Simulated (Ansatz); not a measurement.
The starting structures come from a database of crystals and need not be the phases stable at ambient conditions.

## Evanescent states of Ge3N4 (Fd-3m, not sure to be the ambient phase, 14 atoms a cell, 10.3 Å³ an atom, -6 GPa at this level) along the normal of (110)

All values below come from PBEsol (plane waves, PAW; Ansatz, a first-principles code).

No gap correction and no spin-orbit coupling; mid-gap values are interpolated between computed energies.

Energies count from the valence-band top; κ is the least over a 6×4 mesh across the current.

```csv
E (eV),κ (1/Å),where
0.05,0.073,off Γ
0.15,0.119,off Γ
0.25,0.144,Γ
0.35,0.149,Γ
0.45,[?],Γ
0.55,[?],Γ
0.65,[?],Γ
0.75,[?],Γ
0.85,[?],Γ
0.95,[?],Γ
1.05,[?],Γ
1.15,[?],Γ
1.25,[?],Γ
1.35,[?],Γ
1.45,[?],Γ
1.55,0.110,Γ
1.65,0.093,Γ
1.75,0.071,Γ
1.85,0.027,Γ
```

**Question.** What belongs in the gaps?

**Answer.** 
- 0.45, κ (1/Å): 0.153
- 0.55, κ (1/Å): 0.155
- 0.65, κ (1/Å): 0.157
- 0.75, κ (1/Å): 0.157
- 0.85, κ (1/Å): 0.156
- 0.95, κ (1/Å): 0.154
- 1.05, κ (1/Å): 0.150
- 1.15, κ (1/Å): 0.146
- 1.25, κ (1/Å): 0.140
- 1.35, κ (1/Å): 0.132
- 1.45, κ (1/Å): 0.122
